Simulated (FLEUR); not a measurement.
FLEUR run on Tl₃Ga (Fm-3m, 4 atoms in the cell): self-consistent single point.

Method: PBEsol, all-electron FLAPW (FLEUR), scalar-relativistic valence.

The change in words: lattice scaled by 0.98. Reference geometry:
```
CELL_PARAMETERS angstrom
      0.00000     3.87739     3.87739
      3.87739     0.00000     3.87739
      3.87739     3.87739     0.00000
ATOMIC_POSITIONS crystal
  Tl 0.25000 0.25000 0.25000
  Tl 0.75000 0.75000 0.75000
  Tl 0.50000 0.50000 0.50000
  Ga 0.00000 0.00000 0.00000
```

Reference input (self-consistent single point, DFT, PBEsol, all-electron FLAPW (FLEUR), scalar-relativistic valence): Kmax = 3.8 1/bohr; GmaxXC = 13.3 1/bohr; xcFunctional = PBEs; jspins = 1; l_soc = F; mode = hist; fermiSmearingEnergy = 0.00499791 Htr; mesh (inpgen div1-3) = 5 5 5; inpgen gamma flag = false; Gmax = 13.3 1/bohr; numbands = 0; maxIterBroyd = 99. This run's input differs from it in these lines:

```diff
@@ -3,5 +3,5 @@
 &input film=f /
--0.0000000000 7.3272051784 7.3272051784
-7.3272051784 0.0000000000 7.3272051784
-7.3272051784 7.3272051784 -0.0000000000
+-0.0000000000 7.1806606969 7.1806606969
+7.1806606969 0.0000000000 7.1806606969
+7.1806606969 7.1806606969 0.0000000000
 1.0
@@ -46,5 +46,5 @@
          <bravaisMatrix>
-            <row-1>    0.0000000000000000     7.3272051783999999     7.3272051783999999</row-1>
-            <row-2>    7.3272051783999999     0.0000000000000000     7.3272051783999999</row-2>
-            <row-3>    7.3272051783999999     7.3272051783999999     0.0000000000000000</row-3>
+            <row-1>    0.0000000000000000     7.1806606969000004     7.1806606969000004</row-1>
+            <row-2>    7.1806606969000004     0.0000000000000000     7.1806606969000004</row-2>
+            <row-3>    7.1806606969000004     7.1806606969000004     0.0000000000000000</row-3>
          </bravaisMatrix>
```

Output (repeated stretches shortened):

```
 Iteration:     1   Distance:       5.61881599 me/bohr^3
 Iteration:     2   Distance:       5.22094954 me/bohr^3
 Iteration:     3   Distance:       1.65623497 me/bohr^3
 Iteration:     4   Distance:       0.34333536 me/bohr^3
 Iteration:     5   Distance:       0.35583076 me/bohr^3
   [... 7 lines left out ...]
 Iteration:    13   Distance:       0.00009532 me/bohr^3
 Iteration:    14   Distance:       0.00004147 me/bohr^3
 Iteration:    15   Distance:       0.00001901 me/bohr^3
 Iteration:    16   Distance:       0.00000319 me/bohr^3
 Run finished successfully
 Stop message:
   Structural relaxation: Done

[file out, last iteration]
             iter=     17
[...]
          total density-effective poten   -1.1118579519E+05
          total charge density-energy d   -1.2035792953E+03
 Updated energy parameters for spin:           1
[...]
 fermi energy and band-weighting factors:

[...]
FERMIE:
          first approx. to ef    (T=0)  :   0.237258 htr   (energy of the highest occ. eigenvalue)
          number of occ. states  (T=0)  :        260
          first approx. to seigv (T=0)  :  -6.866691 htr
          sum of weights of occ. states :  26.144000
          sum of semicore charge        :   0.000000 e
FERHIS:  Fermi-Energy by histogram:
          bandgap                     :   0.005390 htr
   [... lines left out ...]
          charge neutrality (T=0)     :   0.288000    (zero if the highest occ. eigenvalue is "entirely" occupied)
     EF_NEWTON:  Adjust Fermi-Energy by Newton-Method.
 Direct bandgap for spin            1 :    1.6831101390180958E-002  Htr
 ---->    free energy=                    -62792.9313115754 htr
   [... lines left out ...]
 TOTAL FORCE FOR ATOM TYPE=  1  X=  3.590   Y=  3.590   Z=  3.590
                       FX_TOT= 0.000000 FY_TOT= 0.000000 FZ_TOT= 0.000000
 TOTAL FORCE FOR ATOM TYPE=  2  X=  7.181   Y=  7.181   Z=  7.181
                       FX_TOT= 0.000000 FY_TOT= 0.000000 FZ_TOT= 0.000000
 TOTAL FORCE FOR ATOM TYPE=  3  X=  0.000   Y=  0.000   Z=  0.000
                       FX_TOT= 0.000000 FY_TOT= 0.000000 FZ_TOT= 0.000000
 Structural relaxation: Done
```

The run converged in 16 iterations. FLEUR gives forces in its relaxation mode, with a further iteration, so its stop message speaks of a relaxation. Against the reference run the free energy falls by 19.2 meV/atom.

The starting cell comes from a database of computed structures (which also holds hypothetical and non-ambient phases and stackings), without a prior relaxation at this level. For this run, on top of that: lattice scaled by 0.98. Spin-orbit coupling is off. Values depend on the basis (sphere radii, cutoffs, local orbitals), which need not be converged. The log's line on a gap gives a spacing of levels on this mesh, which the program prints for metals too.

Cost on one core of a shared machine: roughly 60 s.
